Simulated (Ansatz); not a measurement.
The reference is GaP in the zinc blende structure (space group F-43m, No. 216).

```xyz
2
Lattice="0.0000 2.7257 2.7257 2.7257 0.0000 2.7257 2.7257 2.7257 0.0000" Properties=species:S:1:pos:R:3 pbc="T T T"
Ga     0.0000     0.0000     0.0000
P      1.3628     1.3628     1.3628
```

Cartesian axes are those of the cell as printed.

Method: DFT with r2SCAN, PAW potentials and a 500 eV plane-wave cutoff in Ansatz (a program for electronic structure), no SOC.

Strains are applied to the cell and any free atomic positions relax; under biaxial strain the out-of-plane vector relaxes too.

One change was made to it. Results:

The band gap decreases by 0.113 eV (1.85 eV → 1.73 eV); the pressure (mean of the normal stresses, compression positive) goes from zero to 1.05 GPa; the valence-band top at Γ (three highest levels, from the VBM) goes from 0.00, 0.00, 0.00 eV to 0.00, 0.00, -0.11 eV; the energy goes up by 2.0 meV/atom.

Task: Which of these changes matches the shifts?
A. biaxial strain −3.00 %, plane normal [001], relaxed out of plane
B. biaxial strain −1.00 %, plane normal [001], relaxed out of plane
C. biaxial strain −1.50 %, plane normal [001], relaxed out of plane
D. biaxial strain −0.50 %, plane normal [001], relaxed out of plane

Result: B, biaxial strain −1.00 %, plane normal [001], relaxed out of plane. For comparison, the band gap in the other runs: biaxial strain −0.50 %, plane normal [001], relaxed out of plane gives 1.79 eV; biaxial strain −3.00 %, plane normal [001], relaxed out of plane gives 1.50 eV; biaxial strain −1.50 %, plane normal [001], relaxed out of plane gives 1.68 eV.

Whether these cells are dynamically stable was not tested.
